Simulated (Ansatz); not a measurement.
Where the default PAW files enter, the runs use the earlier of Ansatz's two default sets.

Consider the following.

```
CELL_PARAMETERS angstrom
      4.91656     0.00000     0.00000
     -2.45828     4.25787     0.00000
      0.00000     0.00000     5.43163
ATOMIC_POSITIONS crystal
  Si 0.53120 0.53120 0.33333
  Si 0.46880 0.00000 0.00000
  Si 0.00000 0.46880 0.66667
  O  0.26856 0.41310 0.54782
  O  0.58690 0.85546 0.21449
  O  0.14454 0.73144 0.88115
  O  0.85546 0.58690 0.45218
  O  0.73144 0.14454 0.78551
  O  0.41310 0.26856 0.11885
```

Space group of this cell: P3_221. The cell is taken as given.

Calculation: r2SCAN (plane waves, PAW; Ansatz, a program for electronic structure).

The current runs along the normal of the first two printed vectors; no spin-orbit coupling. Scaled by the factor s: both lengths across the current (ions clamped). Meshes 12×12×6 and 12×12 across the current in all rows.

| s | mean pressure (GPa) | slowest mid-gap decay constant κ (1/Å) |
|---|---|---|
| 0.98 | 8.9 | ? |
| 1.00 | 0.1 | 0.515 |
| 1.02 | -7.2 | 0.504 |

### Question
Take the slope of the slowest mid-gap decay constant κ against ln s from the two given rows, extrapolate to s = 0.98, and say what the run there gives.

### Answer
Slope = (0.504 − 0.515) / ln 1.02 = -0.555 1/Å. The line gives 0.515 + (-0.555) × ln 0.98 = 0.526 1/Å. The run gives 0.526 1/Å, as the line does.
